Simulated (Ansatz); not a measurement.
# Se on the F site (rock-salt LiF host)

Level of theory: PBE, PAW (plane waves to 420 eV; Ansatz, a program for electronic structure). A 2×2×2 supercell of 64 sites was used; the energies come from a 2×2×2 shifted sampling of its zone. Site at the start: the F site. Energies of charged states are corrected for periodic images (point charge plus alignment at distant sites). Dielectric constants: PBE linear response of the host. Host gap at this level: 8.83 eV. A cell of this size leaves errors of a few tenths of an eV. PBE underestimates the host's gap, which shifts levels and can delocalise carriers. Spin–orbit coupling is left out. Each state is the lowest found from its start.

Formation energies E_f are given with the Fermi level at the valence-band maximum. Chemical conditions: Li-rich (Δμ(F) = -5.89 eV, Δμ(Se) = -3.81 eV, bounded by Li2Se (Fm-3m); only phases computed here count, gases as isolated molecules at 0 K). Reference phases: F: F2 molecule in a box, Se: trigonal Se.

| charge | moment (μB) | point group | largest move off a lattice site (Å) | image correction with alignment (eV) | E_f, Li-rich (eV) | above the lowest spin state (eV) |
|---|---|---|---|---|---|---|
| +1 | 2.0 | D3d | 0.35 | 0.61 | 3.81 | 0.00 |
| +1 | not spin-polarised | near C2h | 0.70 | 0.60 | 3.83 | 0.01 |
| 0 | 1.0 | near D3d | 0.32 | 0.00 | 6.33 | 0.00 |
| −1 | not spin-polarised | C3i | 0.26 | -0.14 | 10.12 | 0.00 |

Point groups are those of the whole cell at tolerances of 0.03 and 0.1 Å ("near" where only the looser one holds); none is given for unsettled states.

Transition levels above the valence-band maximum: ε(+1/0) = 2.51 eV; ε(0/−1) = 3.79 eV. On the lower envelope of the bound states, inside the gap: (+1/0) at 2.51 eV; (0/−1) at 3.79 eV.

Flagged in the runs: a doubtful potential alignment.

All states together cost around 50 core-minutes (rough).
